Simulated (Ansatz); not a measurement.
LaTaO4: pressure series

Start from LaTaO₄ (space group Cmc2_1, No. 36; a = 3.9409 Å, b = 14.6625 Å, c = 5.6026 Å).

Cell and atoms are relaxed at each pressure.

All numbers come from DFT with PBEsol, PAW potentials and a 420 eV plane-wave cutoff in Ansatz (an electronic-structure program), scalar-relativistic without spin-orbit coupling.

Two rows of this table had their results exchanged by mistake.

```csv
pressure,volume per atom (Å³),shortest distance (Å),band gap
pressure −2 GPa,13.73,1.911,3.43 eV
pressure −1 GPa,13.61,1.906,3.41 eV
pressure 0.3 GPa,13.46,1.901,3.38 eV
pressure 0.7 GPa,13.41,1.899,3.36 eV
pressure 1.5 GPa,13.33,1.896,3.34 eV
pressure 3 GPa,13.17,1.891,3.30 eV
pressure 5 GPa,12.57,1.873,3.01 eV
pressure 7.5 GPa,12.77,1.879,3.10 eV
pressure 10 GPa,12.99,1.886,3.20 eV
```

Q: Which two?

A: The rows for pressure 5 GPa and pressure 10 GPa: the volume has to fall steadily with pressure, so 12.99 Å³ belongs to pressure 5 GPa and 12.57 Å³ to pressure 10 GPa.

Spin-orbit coupling, missing from the scalar runs, can matter with Ta. Load acts through the strain it causes; cell and atoms are relaxed under it. Whether these cells are dynamically stable was not tested. No other phases were tried under pressure.
